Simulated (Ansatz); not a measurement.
The starting structures come from a database of crystals and need not be the phases stable at ambient conditions.

By PBEsol, the system below comes out a metal.

The ballistic (Sharvin) conductance counts the channels at the Fermi level: G/A = (e²/h) × channels of both spins per area.

```yaml
crystal:
  lattice:
    - [3.34726, 0.00000, 0.00000]
    - [-1.11575, 3.15583, 0.00000]
    - [1.11575, 1.57791, 2.67944]
  atoms:
    - { symbol: Sn, position: [0.00000, 0.00000, 0.00000] }
```

Space group of this cell: Fmmm. The cell is strained (lengths across the current scaled by 1.02, ions clamped); by PBEsol its mean pressure is -3.7 GPa.

The current flows along the normal of the first two printed cell vectors. No spin-orbit coupling; the value is a mean over 0.1 eV about the Fermi level.

Problem. Estimate the ballistic conductance per area that PBEsol (Ansatz, a first-principles code) returns for this system.

Solution. 1.3 × 10¹⁵ S/m² for both spins.
